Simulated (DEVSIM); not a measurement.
Device: Si p+/n-/n+ power diode, at 250 K.

```csv
layer (left to right),material,thickness (μm),Nd (cm⁻³),Na (cm⁻³),τn (s),τp (s)
1,Si,3.50,-,2.1e18,6.2e-7,6.2e-7
2,Si,24.0,1.1e14,-,6.2e-7,6.2e-7
3,Si,6.70,1e18,-,6.2e-7,6.2e-7
```

Left contact: ohmic. Right contact: ohmic. Voltage is applied to the left contact. Recombination: SRH at mid-gap, Auger. Mobility is μmin + (μ − μmin)/(1 + (N/Nref)^α).

This is a model device: material constants are rounded textbook-type values typed into the input, and sizes, dopings and lifetimes were drawn at random. Values at 300 K; Nc and Nv go as T^1.5, mobilities as T to minus their exponent, the gap by Varshni's rule with the affinity fixed.

```csv
parameter,Si
gap (eV),1.124
affinity (eV),4.05
permittivity,11.7
Nc (cm⁻³),2.86e19
Nv (cm⁻³),3.1e19
μn (cm²/Vs),1417
μp (cm²/Vs),470
"μn,min",52
"μp,min",45
"Nref,n",9.7e16
"Nref,p",2.2e17
αn,0.68
αp,0.72
T exponent of μn,2.3
T exponent of μp,2.2
Cn (cm⁶/s),2.8e-31
Cp (cm⁶/s),9.9e-32
Varshni α (eV/K),0.000473
Varshni β (K),636
```

Simulated with DEVSIM: 1D drift-diffusion, Boltzmann statistics, complete ionisation; no tunnelling, impact ionisation, image-force lowering or self-heating.

The thickness of layer 1 was swept, all else fixed.

```tsv
thickness of layer 1 (μm)	dark forward voltage at 100 A/cm² (V)
0.7	0.907
1.2	0.914
2.1	0.920
3.5	0.925
6	0.929
10	0.932
18	0.935
```

From the first row to the last the dark forward voltage at 100 A/cm² goes from 0.907 to 0.935.
